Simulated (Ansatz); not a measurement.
Cell of fcc Pb (1 1 1) on cubic HfO2 (1 1 1) (film strained to the substrate, started from cuts of the bulks and a machine-learned relaxation; slabs Hf4O10 and Pb4, which can lie off the formulas), relaxed at this level with a, b, gamma of the cell held:

```yaml
crystal:
  lattice:
    - [3.60450, 0.00073, 0.03369]
    - [1.80226, 3.12139, -0.04388]
    - [-0.52041, 0.79997, 25.18527]
  atoms:
    - { symbol: Hf, position: [0.68129, 0.66496, 0.11980] }
    - { symbol: Hf, position: [0.02814, 0.98770, 0.23538] }
    - { symbol: Hf, position: [0.37583, 0.31026, 0.35281] }
    - { symbol: Hf, position: [0.72330, 0.63273, 0.46838] }
    - { symbol: O, position: [0.34443, 0.33429, 0.09095] }
    - { symbol: O, position: [0.66998, 0.67286, 0.02150] }
    - { symbol: O, position: [0.69126, 0.65699, 0.20602] }
    - { symbol: O, position: [0.01820, 0.99542, 0.14932] }
    - { symbol: O, position: [0.03873, 0.97956, 0.32361] }
    - { symbol: O, position: [0.36515, 0.31808, 0.26454] }
    - { symbol: O, position: [0.38627, 0.30225, 0.43882] }
    - { symbol: O, position: [0.71271, 0.64063, 0.38214] }
    - { symbol: O, position: [0.73505, 0.62240, 0.56662] }
    - { symbol: O, position: [0.06031, 0.96327, 0.49719] }
    - { symbol: Pb, position: [0.40610, 0.28537, 0.60417] }
    - { symbol: Pb, position: [0.04035, 0.00527, 0.74254] }
    - { symbol: Pb, position: [0.38728, 0.33134, 0.84545] }
    - { symbol: Pb, position: [0.99835, 0.00997, 0.98398] }
```

All values below come from PBE (plane waves to 420 eV, PAW; Ansatz, an electronic-structure program). No spin–orbit coupling; the runs are not spin-polarised. Its k-point mesh 10×10×1, Fermi–Dirac width 0.05 eV.

**Question.** Give the plane-averaged electrostatic potential energy of an electron along the normal (the smooth PAW potential), about its mean over the cell.

**Answer.** (z (Å), V (eV)): (0.000, -6.03); (0.420, -2.94); (0.840, 3.49); (1.260, 8.80); (1.680, 7.50); (2.100, 0.40); (2.520, -5.35); (2.940, -4.43); (3.360, -5.48); (3.780, -2.45); (4.200, 4.56); (4.620, 6.34); (5.040, -0.40); (5.460, -5.63); (5.880, -4.53); (6.440, -5.51); (6.860, 0.25); (7.280, 6.83); (7.700, 4.70); (8.120, -2.50); (8.540, -5.84); (8.960, -4.59); (9.380, -5.56); (9.800, -0.08); (10.220, 6.54); (10.640, 4.28); (11.060, -2.73); (11.480, -5.44); (11.900, -4.54); (12.320, -5.26); (12.740, 0.74); (13.160, 7.73); (13.580, 8.69); (14.000, 3.20); (14.420, -3.22); (14.840, -5.99); (15.260, -5.86); (15.680, -4.07); (16.100, 2.65); (16.520, 6.68); (16.940, 7.66); (17.360, 7.07); (17.780, 3.81); (18.200, -3.30); (18.620, -5.79); (19.180, -3.88); (19.600, 2.74); (20.020, 5.49); (20.440, 2.37); (20.860, -4.11); (21.280, -5.85); (21.700, -4.50); (22.120, 1.78); (22.540, 6.58); (22.960, 7.66); (23.380, 7.15); (23.800, 4.50); (24.220, -2.59); (24.640, -5.70); (25.060, -5.78)
